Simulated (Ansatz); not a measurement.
Consider MgO in the rock salt structure (space group Fm-3m, No. 225; a = 4.214 Å). Axes: x, y, z lie along the cube axes.

Level of theory: PBEsol/PAW in Ansatz (an electronic-structure program), no spin-orbit coupling.

Strains are applied to the cell and any free atomic positions relax; under biaxial strain the out-of-plane vector relaxes too.

One change was made to it. Results:

The band gap grows by 0.10 eV, from 4.62 eV to 4.72 eV; the valence-band top at Γ (three highest levels, from the VBM) becomes 0.00, 0.00, -0.09 eV (base: 0.00, 0.00, 0.00 eV); the gap character is still direct at Γ; the electron mass goes from 0.34 mₑ (at Γ) to 0.35 mₑ (at Γ).

### Question
Name the change that was made.
(A) biaxial strain +0.83 %, plane normal [111], relaxed out of plane
(B) biaxial strain −1.67 %, plane normal [111], relaxed out of plane
(C) biaxial strain −0.83 %, plane normal [111], relaxed out of plane
(D) biaxial strain −2.50 %, plane normal [111], relaxed out of plane

### Answer
C, biaxial strain −0.83 %, plane normal [111], relaxed out of plane. For comparison, the band gap in the other runs: biaxial strain −1.67 %, plane normal [111], relaxed out of plane gives 4.82 eV; biaxial strain −2.50 %, plane normal [111], relaxed out of plane gives 4.92 eV; biaxial strain +0.83 %, plane normal [111], relaxed out of plane gives 4.43 eV.

Effective masses come from finite differences of ±0.01 Å⁻¹. Stability against distortions was not tested. Labels are those of the standard path for the cell's own space group.
